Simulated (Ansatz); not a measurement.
System: InSe (P-6m2, No. 187; cell taken from a computed entry). Method: r²SCAN (PAW; Ansatz, a program for electronic structure).

Numerical settings: plane-wave cutoff 560 eV, 12×12×2 k mesh (along the axes of the cell as run), Fermi–Dirac smearing 0.01 eV, scalar-relativistic PAW data made under PBE.

Cell (relaxed with PBEsol):

```
CELL_PARAMETERS angstrom
      4.00812     0.00000     0.00000
     -2.00406     3.47113     0.00000
      0.00000     0.00000    16.87124
ATOMIC_POSITIONS crystal
  In 0.00000 0.00000 0.58227
  In 0.00000 0.00000 0.41773
  In 0.33333 0.66667 0.91774
  In 0.33333 0.66667 0.08226
  Se 0.66667 0.33333 0.84203
  Se 0.66667 0.33333 0.15797
  Se 0.33333 0.66667 0.65797
  Se 0.33333 0.66667 0.34203
```

### Question
What does this level give for the band gap?

### Answer

- band gap = 0.90 eV

Note: the cell comes from a level without a dispersion term, which matters for the spacing of layers, chains or molecules; cell and atoms aren't relaxed at this level (largest force component 0.08 eV/Å, pressure 0.9 GPa); this cell isn't known to be the ambient phase, and symmetry holds it in the calculation; the cell has widely spaced layers and the level no dispersion term, so their spacing and the moduli can rest on weak binding.

Spin–orbit coupling is not included.
